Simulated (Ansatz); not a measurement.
Migration barriers: Y-vacancy pair in monoclinic ZrO2, charge state +1

System: Y-vacancy pair (Y on one host Zr site, one O site vacant) in monoclinic ZrO2 (charge state +1). Computed with PBE, PAW (plane waves to 420 eV; Ansatz, a quantum-chemistry and plane-wave program).

96-site cell at the relaxed PBE lattice, the Γ point alone, smearing 0.01 eV, spin-restricted, no finite-size correction. No zero-point or tunnelling terms. The charge state is imposed; whether it is stable for some Fermi level was not computed. Forms of the defect that were not tried may lie lower.

Barriers: single points on a 2×2×2 k-point mesh shifted by half a step at the bands' geometries.

| Route | Start site over the lowest site run (eV) | Hop (Å) | Forward barrier (eV) | Backward barrier (eV) | Neighbours at the start | Neighbours at the saddle | Saddle order | Forward, on the band's own sampling (eV) |
|---|---|---|---|---|---|---|---|---|
| one O atom jumps into the vacancy from a nearby O site (Y-vacancy distance between ideal sites 2.06 → 3.84 Å) | 0.07 | 2.32 | 0.56 | 0.38 | O at 2.59, O at 2.65; Zr at 2.07, Zr at 2.08, Zr at 2.25 Å | 2 O at 2.64; Y at 2.50; Zr at 2.05, Zr at 2.33 Å | not checked | 0.56 |
| one O atom jumps into the vacancy from a nearby O site (Y-vacancy distance between ideal sites 2.06 → 4.59 Å) | 0.07 | 2.07 | 0.57 | 0.64 | O at 2.62, O at 2.70; Zr at 2.08, Zr at 2.13, Zr at 2.18 Å | 2 Zr at 1.93 Å | not checked | 0.57 |
| one O atom jumps into the vacancy from a nearby O site (Y-vacancy distance between ideal sites 2.06 → 2.17 Å) | 0.07 | 2.68 | 0.83 | 0.79 | Y at 2.25; Zr at 2.04, Zr at 2.10 Å | Y at 2.20; Zr at 2.04 Å | not checked | 0.84 |
| one O atom jumps into the vacancy from a nearby O site (Y-vacancy distance between ideal sites 2.06 → 4.46 Å) | 0.07 | 2.46 | 1.04 | 0.88 | O at 2.59, O at 2.65; Zr at 2.05, Zr at 2.14, Zr at 2.19 Å | Zr at 1.92 Å | not checked | 1.05 |
| one O atom jumps into the vacancy from a nearby O site (Y-vacancy distance between ideal sites 2.06 → 2.27 Å) | 0.07 | 2.20 | 1.23 | 0.25 | O at 2.64, O at 2.70; Y at 2.28; Zr at 2.08, Zr at 2.30, Zr at 2.37 Å | Y at 2.11; Zr at 1.93 Å | not checked | 1.21 |

Paths come from nudged elastic bands with a climbing image.
